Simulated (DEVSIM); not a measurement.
System: abrupt Si n-p junction, at 300 K.

| layer (left to right) | material | thickness (μm) | Nd (cm⁻³) | Na (cm⁻³) | τn (s) | τp (s) |
|---|---|---|---|---|---|---|
| 1 | Si | 28.0 | 3.6e16 | - | 2.4e-7 | 2.4e-7 |
| 2 | Si | 150 | - | 7e15 | 2.4e-7 | 2.4e-7 |

Left contact: ohmic. Right contact: ohmic. Voltage is applied to the left contact. Recombination: SRH at mid-gap, radiative. Mobility is μmin + (μ − μmin)/(1 + (N/Nref)^α).

This is a model device: material constants are rounded textbook-type values typed into the input, and sizes, dopings and lifetimes were drawn at random. Values at 300 K.

| parameter | Si |
|---|---|
| gap (eV) | 1.124 |
| affinity (eV) | 4.05 |
| permittivity | 11.7 |
| Nc (cm⁻³) | 2.86e19 |
| Nv (cm⁻³) | 3.1e19 |
| μn (cm²/Vs) | 1417 |
| μp (cm²/Vs) | 470 |
| μn,min | 52 |
| μp,min | 45 |
| Nref,n | 9.7e16 |
| Nref,p | 2.2e17 |
| αn | 0.68 |
| αp | 0.72 |
| B (cm³/s) | 4.7e-15 |

Model (solved in DEVSIM): 1D drift-diffusion, Boltzmann statistics, complete ionisation; no tunnelling, impact ionisation, image-force lowering or self-heating.

### Question
Tabulate band edges, carrier densities and field at 10.0 V on the left contact.

### Answer
Energies count from the Fermi level of the right contact; mesh points crowd at the junctions.

```
x (μm)   Ec (eV)  Ev (eV)  n (cm⁻³)  p (cm⁻³)  field (V/cm)
-------  -------  -------  --------  --------  ------------
0.000     -9.827  -10.951    3.6e16      3200           ≈ 0
0.06100   -9.827  -10.951    3.6e16      3200           ≈ 0
0.2767    -9.827  -10.951    3.6e16      3200           ≈ 0
1.040     -9.827  -10.951    3.6e16      3200           ≈ 0
5.632     -9.827  -10.951    3.6e16      2800           ≈ 0
17.90     -9.827  -10.951    3.6e16      1700           ≈ 0
25.16     -9.827  -10.951    3.6e16       530           ≈ 0
27.49     -9.827  -10.951    3.6e16     < 1e2           ≈ 0
27.87     -9.388  -10.512     1.5e9      1300         68000
27.98     -8.338   -9.462     20000      5500        130000
28.02     -7.781   -8.905     14000      6100        140000
28.21     -5.354   -6.478     13000     16000        120000
28.81     -0.330   -1.454      8800    100000         51000
30.94      0.907   -0.217       970    7.0e15           ≈ 0
43.76      0.907   -0.217      6800    7.0e15           ≈ 0
83.92      0.907   -0.217     14000    7.0e15           ≈ 0
148.7      0.907   -0.217     16000    7.0e15           ≈ 0
169.7      0.907   -0.217     17000    7.0e15           ≈ 0
176.5      0.907   -0.217     17000    7.0e15           ≈ 0
177.6      0.907   -0.217     17000    7.0e15           ≈ 0
177.9      0.907   -0.217     17000    7.0e15           ≈ 0
178.0      0.907   -0.217     17000    7.0e15           ≈ 0
```
